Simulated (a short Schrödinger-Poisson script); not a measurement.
System: symmetric double-gate stack, SiO2 on p-type InP, at 300 K.

| layer | material | thickness (nm) | Na (cm⁻³) |
|---|---|---|---|
| 1 | SiO2 | 2.7 | - |
| 2 | InP | 5 | 1e18 |
| 3 | SiO2 | 2.7 | - |

Constants are typed, rounded textbook-type inputs, not results; the design itself was drawn at random and stands for no fabricated device. SiO2: permittivity 3.9, conduction-band edge (eV) 3.48, gap (eV) 9, electron mass (mₑ) 0.5. InP: permittivity 12.5, conduction-band edge (eV) 0, gap (eV) 1.344, Nv at 300 K (cm⁻³) 1.1e19.

Channel valleys (confinement mass, in-plane density-of-states mass, number): Γ 0.08, 0.08, 1. At the gates, both at one voltage, the conduction-band edge of layer 1 lies 4.04 eV − eVg above the Fermi level of the channel. Gaps are held at their typed values at every temperature. Mesh 0.03 nm at interfaces.

Solved with a short Schrödinger-Poisson script written for these runs: 1D Poisson equation in equilibrium, electrons classical, Fermi-Dirac, parabolic valleys, classical holes, full ionisation, no traps, pinning or gate leakage.

The same stack at other levels of the model or other numerical settings:

| run | sheet density of all electrons at Vg = 2 V (cm⁻²) | sheet density of all electrons at Vg = 0.8 V (cm⁻²) | capacitance of both gates at Vg = 2 V (μF/cm²) | rough cost against the base |
|---|---|---|---|---|
| base | 1.43e13 | 1.62e12 | 1.82 | about 1 |
| electrons treated as classical, Boltzmann | 1.99e13 | 2.25e12 | ? | 0.4 |
| electrons treated as quantum, Hartree | ? | ? | 1.56 | 3 |
| electrons treated as quantum, Hartree plus LDA exchange-correlation | 1.22e13 | 5.02e11 | 1.57 | 6 |
| mesh six times as coarse | 1.42e13 | 1.60e12 | 1.80 | 0.6 |

Question: Complete the blanks.

Answer: 
- electrons treated as quantum, Hartree, sheet density of all electrons at Vg = 2 V (cm⁻²): 1.18e13
- electrons treated as quantum, Hartree, sheet density of all electrons at Vg = 0.8 V (cm⁻²): 4.07e11
- electrons treated as classical, Boltzmann, capacitance of both gates at Vg = 2 V (μF/cm²): 2.46

The classical rows ignore confinement, and Boltzmann statistics overrate the density once the band edge passes the Fermi level.

Above a few 1e12 electrons/cm² a light Γ valley is non-parabolic and upper valleys begin to fill, which the model leaves out.
